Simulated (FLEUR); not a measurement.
Band structure of SiC (F-43m, 2 atoms in the cell).

```xyz
2
Lattice="0.0000 2.1800 2.1800 2.1800 0.0000 2.1800 2.1800 2.1800 0.0000" Properties=species:S:1:pos:R:3 pbc="T T T"
Si     0.0000     0.0000     0.0000
C      1.0900     1.0900     1.0900
```

Method of the run: PBE, all-electron FLAPW (FLEUR), scalar-relativistic valence run with FLEUR.

Settings: Kmax = 4.5 1/bohr; GmaxXC = 18 1/bohr; xcFunctional = pbe; jspins = 1; l_soc = F; mode = hist; fermiSmearingEnergy = 0.00073499 Htr; mesh (inpgen div1-3) = 10 10 10; inpgen gamma flag = true; Gmax = 18 1/bohr; numbands = 0; maxIterBroyd = 99; imix = Anderson; alpha = 0.05.

The starting cell has typed, rounded lattice constants, without a prior relaxation at this level. Values depend on the basis (sphere radii, cutoffs, local orbitals), which need not be converged.

Levels in eV from the Fermi level, bands 1 to 6:
| point | 1 | 2 | 3 | 4 | 5 | 6 |
|---|---|---|---|---|---|---|
| Γ | -15.40 | 0.00 | 0.00 | 0.00 | 6.21 | 7.30 |
| X | -10.39 | -7.80 | -3.19 | -3.19 | 1.36 | 4.32 |
| W | -10.16 | -7.02 | -4.98 | -4.68 | 5.21 | 9.44 |
| K | -10.39 | -7.27 | -5.54 | -2.60 | 3.11 | 7.77 |
| L | -11.84 | -8.53 | -1.06 | -1.06 | 5.42 | 7.22 |
| U | -10.39 | -7.27 | -5.54 | -2.60 | 3.11 | 7.77 |
